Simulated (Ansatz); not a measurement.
Cl on the 1x1 (100) surface of fcc Ni, ferromagnetic, one in a 2x2 cell, energies for each (24.8 Å²). Energies are against ½ Cl2(g), without zero-point or thermal terms; each row is named by its start. No converged result for: 1 more start.

Computed with PBE (plane waves to 420 eV, PAW; Ansatz, a program for electronic structure).

Model: 17-atom slab, 5.2 Å thick at the start under the adsorbate (thin: gaps and levels are the slab's own), 6x6x1 mesh, Fermi-Dirac 0.1 eV, dipole correction, 8 atoms held, the rest relaxed; each run with such symmetry as its start has; spin-polarised, no spin-orbit, no U, no dispersion correction.

A negative adsorption energy means that the adsorbate is more stable on the surface than in its reference. Heights count from the host atoms within 0.3 Å of the top one.

```
starting site                              E_ads (eV)  height (Å)  nearest host atom (Å)  bonded to  Δ work function (eV)  lateral drift (Å)  moment (μB)
-----------------------------------------  ----------  ----------  ---------------------  ---------  --------------------  -----------------  -----------
top Ni                                          -1.65        2.15                Ni 2.11         Ni                  1.13                0.0         11.0
hollow Ni-Ni-Ni-Ni over Ni at depth 1.7 Å       -2.31        1.55                Ni 2.35       4 Ni                 -0.18                0.0         10.7
```
